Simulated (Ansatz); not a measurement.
Troubleshooting Ansatz (a first-principles code): a failed run on TiCr2Si6 (C222, 9 atoms in the cell). The aim is a self-consistent single point with DFT, r2SCAN, plane waves, default PAW files made with PBE.

Cell that was meant: a = 4.5410 Å, b = 4.5410 Å, c = 6.3496 Å, α = 90.00°, β = 90.00°, γ = 119.37°.

Part of the input:

```yaml
    - [2.29198500, 3.92009500, 0.00000000]
    - [0.00000000, 0.00000000, 6.34965000]
  atoms:
    - { symbol: Ti, pos: [0.50000000, 0.50000000, 0.50000000] }
    - { symbol: Cr, position: [0.50000000, 0.00000000, 0.16678000] }
    - { symbol: Cr, position: [0.00000000, 0.50000000, 0.83322000] }
    - { symbol: Si, position: [0.16126000, 0.83874000, 0.50000000] }
```

Log, with long lists cut:

```
Error: YAML parse error: error: line 8 column 21: unknown field `pos`, expected one of symbol, position, position_ang, spin, spin_axis, wyckoff
  --> <input>:8:21
   |
 6 |     - [0.00000000, 0.00000000, 6.34965000]
 7 |   atoms:
 8 |     - { symbol: Ti, pos: [0.50000000, 0.50000000, 0.50000000] }
   |                     ^ unknown field `pos`, expected one of symbol, position, position_ang, spin, spin_axis, wyckoff
 9 |     - { symbol: Cr, position: [0.50000000, 0.00000000, 0.16678000] }
10 |     - { symbol: Cr, position: [0.00000000, 0.50000000, 0.83322000] }
   |
```

From the messages shown, name the fault and mend the input.

The program does not know the word pos. To fix it, write position. The program stopped before any SCF iteration.

The sound input it was made from differs as follows (other fixes are possible):
```diff
-    - { symbol: Ti, pos: [0.50000000, 0.50000000, 0.50000000] }
+    - { symbol: Ti, position: [0.50000000, 0.50000000, 0.50000000] }
```

With that input, the run converged in 9 iterations: free energy E − TS (on the zero of these files) -13106.7011 eV; Fermi level (on the code's own zero) 14.21 eV; pressure -4.29 GPa; largest force (vector length) 0.072 eV/Å (DFT, r2SCAN, plane waves, default PAW files made with PBE).

On the sound input: the starting cell comes from a database of computed structures (which also holds hypothetical and non-ambient phases and stackings), without a prior relaxation at this level. Spin polarisation is off. With a pressure of about -4 GPa the cell is away from its equilibrium volume at this level. Ansatz's pressure includes its estimate of the finite-basis (Pulay) stress.
